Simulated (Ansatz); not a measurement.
An Ansatz (a program for electronic structure) run: W with a change (biaxial strain +4.37 %, plane normal [001], relaxed out of plane); r2SCAN in Ansatz (plane waves to 500 eV, PAW, without spin-orbit coupling).

Input:

Ansatz 0.2 input:
```yaml
crystal:
  lattice:
    - [3.3073117836, 0, 0]
    - [0, 3.3073117836, 0]
    - [1.6536558918, -1.6536558918, 1.5497973657]
  atoms:
    - { symbol: W, position: [0, 0, 0] }
basis: { ecutwfc: 500, ecutrho_ratio: 4, xc_grid: 4, fft_grid_basis: typed }
kpoints: { mp_grid: { grid: [29, 29, 29] } }
hamiltonian:
  xc: r2scan
  dispersion: none
  pseudopotentials: { kind: paw }
scf: { occupations: { method: fermi_dirac, width: 0.1 } }
relax: { f_tol: 0.005, max_steps: 50, cell: { stress_tol: 0.01, fix: [a, b, gamma] } }
output: { forces: true, stress: true }
checkpoint: { write: state.ck, write_every: 1000 }
```

Output (explanatory and most iteration lines left out):

```
Relaxation: its limit of steps is 50 (relax.max_steps)
Pseudopotential: W, paw, valence charge 14
Crystal: 1 atoms, lattice volume = 16.952 Å³
Basis set: ecut = 500 eV, 425 PW (Γ), exchange–correlation on 100×100×96 points (64 copies of the dense FFT grid, shifted against one another)
Bands: 11, of which v1, the nominal top of the filled ones, is band 7 counted from 1 (6 counted from 0)
Symmetry: 16 space group operations
Space group: I4/mmm (ITA 139), of the structure as read, at distance tolerance 2.6e-5 Å
k-points: 1800 of 24389
Functional: x = r2scan, c = r2scan; τ floored in thin density (d = 2e-4 eV/Å³)
SCF iter   1: F=—  HF=-10397.186200 eV  |F-HF|=—  |Δ(HF+E_count)|=         —  Δρ=6.48e-3  dr2=2.06e-3  dr2_τ=4.32e-2  ethr=1.77e-3  ⟨swp⟩=5.0  Hψ=116107  notcnv=0
SCF iter   2: F=—  HF=-10397.198747 eV  |F-HF|=—  |Δ(HF+E_count)|=   1.25e-2  Δρ=3.82e-3  dr2=5.83e-4  dr2_τ=1.27e-4  ethr=1.47e-5  ⟨swp⟩=2.8  Hψ=47151  notcnv=0
SCF 1 converged in 6 iterations: F = -10397.199462 eV  dr2 = 7.41e-11
relax step   1: F+E_penalty+E_count = -10397.19946160 eV  Δ(F+E_penalty+E_count) = +0.000e0 eV  max|allowed force component| = 0.000e0 eV/Å  Δτ_max = 0.0000 Å  P = -17.141 GPa  Ω = 16.952 Å³  fix = [a, b, gamma]  reactions: a -23.754, b -23.754 GPa  (6 SCF iters, dr2 threshold 1.00e-7 eV, accepted)
[... steps on the carried basis left out ...]
relax step   4: F+E_penalty+E_count = -10397.20113481 eV  Δ(F+E_penalty+E_count) = -9.238e-6 eV  max|allowed force component| = 0.000e0 eV/Å  Δτ_max = 0.0000 Å  P = -15.052 GPa  Ω = 16.822 Å³  energy of the carried Pulay correction = +6.975e-5 eV  fix = [a, b, gamma]  reactions: a -22.582, b -22.582 GPa  (2 SCF iters, dr2 threshold 1.00e-7 eV, accepted)
Crystal: 1 atoms, lattice volume = 16.822 Å³
SCF iter   1: F=—  HF=-10397.201067 eV  |F-HF|=—  |Δ(HF+E_count)|=         —  Δρ=3.88e-5  dr2=6.22e-8  dr2_τ=2.89e-7  ethr=9.67e-9  ⟨swp⟩=3.3  Hψ=169365  notcnv=0
SCF iter   2: F=—  HF=-10397.201067 eV  |F-HF|=—  |Δ(HF+E_count)|=   6.33e-8  Δρ=2.02e-5  dr2=1.69e-8  dr2_τ=7.87e-9  ethr=4.44e-10  ⟨swp⟩=2.3  Hψ=30465  notcnv=0
SCF 5 converged in 6 iterations: F = -10397.201067 eV  dr2 = 5.82e-14
SCF converged after 6 iterations
Free energy (F): -10397.201067 eV
Internal energy: -10397.186365 eV  (E = F + TS)
E sigma→0 (E₀):  -10397.193716 eV
Entropy (-TS):   -0.014702 eV (-14.702 meV/atom)
Fermi energy:    20.971705 eV
--- Forces (eV/Å), atoms counted from 1 ---
  atom   1  W      0.00000000    -0.00000000     0.00000000
--- Stress (GPa, compression-positive) ---
      -22.583817       0.000000       0.000000
        0.000000     -22.583817       0.000000
        0.000000       0.000000      -0.000259
  P = ⅓ Tr σ = -15.0560 GPa (-150.560 kbar)
--- Relaxed structure (4 steps of the walk, 3 accepted, 1 SCFs on fresh bases) ---
  cell:  # Å, volume = 16.8216 Å³
    - [3.3073117836, 0.0, 0.0]
    - [0.0, 3.3073117836, 0.0]
    - [1.6536558918, -1.6536558918, 1.5378620970335832]
  atoms:
    - { symbol: W, position: [0.0, 0.0, 0.0] }
```

No phonon test of stability was made. The final runs are not spin-polarised. The cell was made from W in the bcc (W type) structure (space group Im-3m, No. 229) by this change: biaxial strain +4.37 %, plane normal [001], relaxed out of plane.
